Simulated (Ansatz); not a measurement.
**Effect of isotropic strain −1.00 % on HfC**

The reference is HfC in the rock salt structure (space group Fm-3m, No. 225; a = 4.607 Å; relaxed with 0.1 eV smearing).

One thing is altered: every lattice vector is shortened by 1.00 %, atoms relaxed at fixed cell.

Calculations: PBEsol/PAW in Ansatz (an electronic-structure program), without spin-orbit coupling. Settings: 22×22×22 k-points, 0.1 eV Fermi–Dirac smearing.

Energy relative to the base (free energy F): +8.8 meV/atom
Pressure: 7.9 GPa (base 0.0 GPa)
Band gap: zero (base zero)

No phonon test of stability was made. The final runs are not spin-polarised.
